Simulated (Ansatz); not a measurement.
# HfO2 (space group P4_2/nmc, No. 137)

Space group P4₂/nmc, origin choice 1 (No. 137); a = b = 3.604 Å, c = 5.264 Å, α = β = γ = 90.00°

```tsv
atom	site	symmetry	x	y	z
Hf	2a	-4m2	0.0000	0.0000	0.0000
O	4d	2mm.	0.0000	0.5000	0.1932
```

Calculations: Ansatz (an electronic-structure program), PBE, PAW, cutoff 420 eV, no spin-orbit coupling. Settings: 9×9×6 k-points, 0.05 eV Fermi–Dirac smearing.

| Item | Result |
|---|---|
| Volume per atom | 11.40 Å³ |
| Density | 10.22 g/cm³ |
| Band gap | 4.67 eV, indirect, Z → Γ |
| Electron mass | 1.0 mₑ along c, 0.88 mₑ across |
| Total energy | -5620.507 eV/atom (σ→0; compares only within this code and set-up) |

Spin-orbit coupling, missing from the scalar runs, can matter with Hf. Masses are band curvatures over ±0.01 Å⁻¹ around the edge. No phonon test of stability was made. This is not the structure that HfO2 has at room temperature and ambient pressure.
